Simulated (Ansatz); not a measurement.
What tensor shear ε_xy = +0.57 % does to InSb

The parent structure is InSb in the zinc blende structure (space group F-43m, No. 216; a = 6.4497 Å). Axes: x, y, z lie along the cube axes.

Perturbation: tensor shear ε_xy = +0.57 % (engineering shear γ = 0.0114), atoms relaxed at fixed cell.

Calculations: LDA/PAW in Ansatz (an electronic-structure program), spin-orbit coupling left out. Γ-centred 13×13×13 mesh, Fermi–Dirac width 0.05 eV.

The volume per atom remains 33.54 Å³ and the space group becomes Imm2 (No. 44) (base: F-43m (No. 216)). The shortest interatomic distance decreases by 0.0033 Å (2.793 Å → 2.789 Å) and the energy goes up by 0.4 meV/atom. The band gap stays zero and the valley order (the lowest conduction-band minima on the path, energy above the VBM, named in the base's zone) comes out as Γ 0.01 eV; L along [1-11] 0.35 eV; L along [11-1] 0.44 eV; a point along [001], about 0.8 Å⁻¹ from Γ 1.08 eV. The stress (xx, yy, zz, yz, xz, xy; compression positive) comes out as (0.0, 0.0, 0.0, 0.0, 0.0, -0.3) GPa (rough).

Final structure:

```
InSb
1.0
    0.01838     3.22485     3.22485
    3.22485     0.01838     3.22485
    3.24323     3.24323     0.00000
In Sb
1 1
Direct
  0.00097   0.00097   0.99903
  0.24903   0.24903   0.25097
```

Without a gap, meshes like the base's 13×13×13 leave anisotropic stresses uncertain by several tenths of a GPa, and small strain energies with them. With Sb present, leaving out spin-orbit coupling can change the band edges. The cells carry an imposed strain or load. Stability against distortions was not tested. All final runs are without spin polarisation. Gaps under 0.05 eV, about the width of the smearing, are given as zero. A zero or small gap of InSb can be the functional's error rather than a property of the material.
